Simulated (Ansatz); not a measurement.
1T (CdI2-type) MgI2 was calculated with PBE0-D4 in Ansatz (plane waves, PAW).

Numerical settings: plane-wave cutoff 520 eV, 6×6×4 k mesh (along the axes of the cell as run), Fermi–Dirac smearing 0.01 eV, scalar-relativistic PAW data made under PBE.

Starting structure:

```xyz
3
Lattice="4.1500 0.0000 0.0000 -2.0750 3.5940 0.0000 0.0000 0.0000 6.8600" Properties=species:S:1:pos:R:3 pbc="T T T"
Mg     0.0000     0.0000     0.0000
I      0.0000     2.3960     1.6601
I      2.0750     1.1980     5.1999
```

**Question.** Into what structure does the relaxation of cell and atoms lead at this level, with the symmetry of the start kept?

**Answer.** The volume decreases by 2.7 %; final space group P-3m1.
```xyz
3
Lattice="4.1118 0.0000 0.0000 -2.0559 3.5609 0.0000 0.0000 0.0000 6.8012" Properties=species:S:1:pos:R:3 pbc="T T T"
Mg     0.0000     0.0000     0.0000
I      0.0000     2.3740     1.6605
I      2.0559     1.1870     5.1407
```

Ansatz is a quantum-chemistry and plane-wave program.
